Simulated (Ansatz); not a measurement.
TiO2 in the anatase structure (space group I4_1/amd, No. 141)

```xyz
6
Lattice="-1.8994 1.8994 4.8504 1.8994 -1.8994 4.8504 1.8994 1.8994 -4.8504" Properties=species:S:1:pos:R:3 pbc="T T T"
Ti     0.0000     1.8994     2.4252
Ti     0.0000     0.0000     0.0000
O      0.0000     1.8994     0.4224
O      0.0000     0.0000     7.6979
O      0.0000     0.0000     2.0028
O      0.0000     1.8994     4.4279
```

The values are results of PBE in Ansatz (plane waves to 420 eV, PAW, no SOC), not measurements. k-mesh 12×12×12 (Γ-centred); smearing 0.05 eV (Fermi–Dirac).

- Volume per atom: 11.67 Å³
- Density: 3.79 g/cm³
- Band gap: 2.13 eV, indirect, Γ–X (87 % along) → Γ
- Total energy: -1212.917 eV/atom (σ→0; compares only within this code and set-up)

Stability against distortions was not tested. All final runs are without spin polarisation.

Ansatz is an electronic-structure program.
